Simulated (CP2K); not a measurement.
Input and output of a self-consistent single point for NiAl (Pm-3m, 2 atoms in the cell) (CP2K).

Method of the run: PBE, GPW, DZVP-MOLOPT-SR-GTH basis, GTH-PBE potentials (GTH_POTENTIALS) in CP2K.

The change in words: lattice scaled by 0.98. Reference geometry:
```xyz
2
Lattice="2.9099 0.0000 0.0000 0.0000 2.9099 0.0000 0.0000 0.0000 2.9099" Properties=species:S:1:pos:R:3 pbc="T T T"
Al     1.4550     1.4550     1.4550
Ni     0.0000     0.0000     0.0000
```

Reference input (self-consistent single point, DFT PBE, GPW, DZVP-MOLOPT-SR-GTH basis, GTH-PBE potentials (GTH_POTENTIALS)): CUTOFF = 600 Ry; REL_CUTOFF = 40 Ry; SMEAR/METHOD = GAUSSIAN; SIGMA = 0.1 eV; KPOINTS/SCHEME = MONKHORST-PACK 8 8 8; GAMMA_CENTERED = T; XC_FUNCTIONAL = PBE; Al/BASIS_SET = DZVP-MOLOPT-SR-GTH-q3; Al/POTENTIAL = GTH-PBE-q3; Ni/BASIS_SET = DZVP-MOLOPT-SR-GTH-q18; Ni/POTENTIAL = GTH-PBE-q18; METHOD = GPW. This run's input differs from it in these lines:

```diff
@@ -63,5 +63,5 @@
     &CELL
-      A 2.90994100 0.00000000 0.00000000
-      B 0.00000000 2.90994100 0.00000000
-      C 0.00000000 0.00000000 2.90994100
+      A 2.85174200 0.00000000 0.00000000
+      B 0.00000000 2.85174200 0.00000000
+      C 0.00000000 0.00000000 2.85174200
       PERIODIC XYZ
```

Output (repeated stretches shortened):

```
 SCF WAVEFUNCTION OPTIMIZATION

  Step     Update method      Time    Convergence         Total energy    Change
     1 NoMix/Diag. 0.30E+00      -     1.59286634      -172.0320225992 -1.72E+02
     2 Broy./Diag. 0.30E+00      -     0.26328076      -168.1817698884  3.85E+00
     3 Broy./Diag. 0.30E+00      -     0.12393999      -175.1459705861 -6.96E+00
     4 Broy./Diag. 0.30E+00      -     0.02053515      -171.3547427891  3.79E+00
     5 Broy./Diag. 0.30E+00      -     0.01373441      -171.6927547901 -3.38E-01
     6 Broy./Diag. 0.30E+00      -     0.00070521      -171.4327661566  2.60E-01
     7 Broy./Diag. 0.30E+00      -     0.00060725      -171.4283637541  4.40E-03
     8 Broy./Diag. 0.30E+00      -     0.00000741      -171.4263246226  2.04E-03
     9 Broy./Diag. 0.30E+00      -     0.00001643      -171.4264122111 -8.76E-05
    10 Broy./Diag. 0.30E+00      -     0.00000008      -171.4265160904 -1.04E-04
  *** SCF run converged in    10 steps ***

  Overlap energy of the core charge distribution:               0.00000000000003
  Self energy of the core charge distribution:               -266.78107450615340
  Core Hamiltonian energy:                                     74.44146061618216
  Hartree energy:                                              38.75744003351891
  Exchange-correlation energy:                                -17.84412188383969
  Smearing free energy correction:                             -0.00022035013242
  Fermi energy:                                                 0.41656330017212

  Total energy:                                              -171.42651609043727
  Total energy (extrapolated to sigma->0):                   -171.42640591537108

                     Mulliken Population Analysis

   [... lines left out ...]

 STRESS| Analytical stress tensor [bar]
 STRESS|                        x                   y                   z
 STRESS|      x        7.75055629989E+04   6.17350992363E-03   6.17350878568E-03
 STRESS|      y        6.17350992363E-03   7.75066095140E+04   6.17351081479E-03
 STRESS|      z        6.17350878568E-03   6.17351081479E-03   7.75086300980E+04
 STRESS| 1/3 Trace                                             7.75069342036E+04
```

The run converged in 10 iterations. Against the reference run the free energy goes up by 10.9 meV/atom and the pressure goes from -2.39 to 7.75 GPa.

The starting cell has typed, rounded lattice constants, without a prior relaxation at this level. Its lattice was rescaled by a random factor within 2.5 % of one. For this run, on top of that: lattice scaled by 0.98. Spin polarisation is off. Values carry the incompleteness of an atom-centred basis. With a pressure of about 8 GPa the cell is away from its equilibrium volume at this level.

Cost on one core of a shared machine: roughly 40 s.
